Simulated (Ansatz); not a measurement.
## F on the O site in monoclinic HfO2

Level of theory: PBE, PAW (plane waves to 420 eV; Ansatz, an electronic-structure program). A 2×2×2 supercell of 96 sites was used; the energies come from a 2×2×2 shifted sampling of its zone. Site at the start: the O(2,4-fold) site. Charged cells carry a point-charge image correction with potential alignment at far atoms. Dielectric constants: PBE linear response of the host. Host gap at this level: 4.04 eV. These values are not converged in cell size to better than tenths of an eV. The semilocal functional narrows the gap, so deep levels can fall outside it. Spin–orbit coupling is left out, which matters for these heavy elements. Each state is the lowest found from its start.

Formation energies E_f are given with the Fermi level at the valence-band maximum. Chemical conditions: Hf-rich (Δμ(O) = -5.19 eV, Δμ(F) = -4.64 eV, bounded by HfF4 (C2/c); only phases computed here count, gases as isolated molecules at 0 K); O-rich (Δμ(O) = 0.00 eV, Δμ(F) = -2.04 eV, bounded by HfF4 (C2/c); only phases computed here count, gases as isolated molecules at 0 K). Reference phases: F: F2 molecule in a box, O: O2 molecule in a box.

Charges from +1 to −1 were run; one beyond them could lie lower near a band edge.

```tsv
charge	moment (μB)	point group	largest move off a lattice site (Å)	image correction with alignment (eV)	E_f, Hf-rich (eV)	E_f, O-rich (eV)
+1	not spin-polarised	C1	0.13	0.09	-2.65	-0.06
0*	quenched	C1	0.13	–	–	–
−1*	not spin-polarised	C1	0.13	–	–	–
```

* At this level the carrier isn't localised at the defect: at charge 0 electrons occupy the conduction band; at charge −1 electrons occupy the conduction band. Such a state is shallow or no state of the defect, and this cell gives it no level.

Point groups are those of the whole cell at tolerances of 0.03 and 0.1 Å ("near" where only the looser one holds); none is given for unsettled states.

Starting moments that weren't kept: charge 0 began with 1 μB and ended with 0.0.

Flagged in the runs: a host whose relaxation on this sampling wasn't shown to rest, a strain field that reaches the edge of the cell.

All states together cost about 4 core-hours (a rough figure).
